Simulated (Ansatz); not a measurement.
Ansatz (an electronic-structure program), DFT, PBE, plane waves, its default PAW files: unreconstructed Ge(100) slab of 8 layers, 1x1, atoms displaced (Ge8), unrelaxed, 8 atoms. Basis and mesh were picked for this test and aren't claimed converged.

```json
{
 "cell": "4.00, 4.00, 29.90 Å; 90, 90, 90°",
 "distance_to_the_nearest_atom": "2.36 to 2.45 Å",
 "task": "single point",
 "k mesh": "6×6×1",
 "hamiltonian.xc": "pbe",
 "kind_of_files": "paw",
 "scf.occupations.method": "fermi_dirac",
 "scf.occupations.width": "0.05 eV",
 "scf.initial_density.chi_scale": "0.1",
 "output.forces": "true",
 "binding of workers (--pin)": "off",
 "k-point pools (--kpoint-pools)": "1",
 "memory maximum (--max-ram)": "8GiB",
 "accuracy": "medium (default)",
 "basis.precision": "auto (default)",
 "basis.xc_grid": "2 (default)",
 "scf.eigensolver.kind": "auto (default)",
 "scf.convergence.dr2_threshold": "1e-07 (default)",
 "scf.lower_state_search": "light (default)",
 "k-points after symmetry": "20",
 "bands_at_the_start": "64",
 "electrons": "112",
 "plane waves at Γ": "9403",
 "cutoff (eV)": "420",
 "FFT grid": "27×27×200",
 "symmetry_operations": "1"
}
```

Settings of this run: scf.mixing.algorithm = auto, scf.mixing.preconditioner = kerker, scf.algorithm = auto; 4 threads.

```
iteration  dr2 (eV)    Hψ
---------  --------  ----
1            3.42e0  6278
2            1.48e0  1292
3           1.01e-1  1595
4           7.45e-2  2414
5           5.94e-2  1774
6           3.93e-2  1268
7           2.24e-2  1348
8           1.61e-2  2034
9           1.02e-2  1689
10          7.64e-3  1341
11          5.93e-3  1379
12          4.96e-3  1850
13          4.47e-3  1597
14          3.54e-3  1360
…                 …     …
19          8.42e-4  1559
20          6.53e-4  2270
21          3.37e-4  1961
22          2.52e-4  1972
23          1.06e-4  1982
24          4.49e-5  1378
25          2.15e-5  1785
26          1.08e-5  2090
…                 …     …
30          1.23e-6  2374
31          8.31e-7  1987
32          3.47e-7  1999
33          2.19e-7  1444
34          1.75e-7  2354
35          1.53e-7  1871
36          1.16e-7  1852
37          9.77e-8  3417
```

It converged after 37 SCF iterations.

Q: Which change of one setting makes this cycle converge in far fewer steps?

A: This is not unique; one that fits is scf.mixing.preconditioner = auto (default) (9 SCF iterations) or scf.mixing.preconditioner = ldos (9 SCF iterations), all else kept. The other changes of this size gave: scf.mixing.preconditioner = local_kerker (15); scf.mixing.preconditioner = none (17); scf.mixing.preconditioner = kerker_dos (23); scf.mixing.algorithm = broyden (32). In that run the program took: scf.mixing.algorithm MSR1, scf.mixing.preconditioner LDOS, scf.eigensolver.kind band_cg, --slots 4. The first change moves the result by: energy under 0.001 meV/atom, forces (largest component) 0.032 meV/Å. Counts are of single runs.

Keys are those of Ansatz 0.2.
